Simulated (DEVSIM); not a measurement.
Structure: GaP p-n junction from an implanted or diffused profile, at 300 K.

Layer 1 from the left is GaP, thickness (μm) 6.10, Nd (cm⁻³) 1.5e15, τn (s) 1.9e-7, τp (s) 5.7e-6.

Added acceptor profile: 7.5e17 cm⁻³ × exp(−(x − 0 μm)²/(2·(0.053 μm)²)). Left contact: ohmic. Right contact: ohmic. Voltage is applied to the left contact. Recombination: SRH at mid-gap. Mobility is μmin + (μ − μmin)/(1 + (N/Nref)^α).

Constants are typed, rounded textbook-type inputs, not results; the design itself was drawn at random and stands for no fabricated device. Values at 300 K.

GaP: gap (eV) 2.26, affinity (eV) 3.8, permittivity 11.1, Nc (cm⁻³) 1.8e19, Nv (cm⁻³) 1.9e19, μn (cm²/Vs) 250, μp (cm²/Vs) 150, μn,min 10, μp,min 10, Nref,n 4.4e18, Nref,p 1e18, αn 0.8, αp 0.85.

Model (solved in DEVSIM): 1D drift-diffusion, Boltzmann statistics, complete ionisation; no tunnelling, impact ionisation, image-force lowering or self-heating.

Question: What does the simulation give for the dark forward voltage at 1 A/cm², the dark forward voltage at 100 A/cm², the potential step across the device at zero bias?

Answer: dark forward voltage at 1 A/cm² 1.761 V; dark forward voltage at 100 A/cm² 1.993 V; potential step across the device at zero bias 1.934 V.
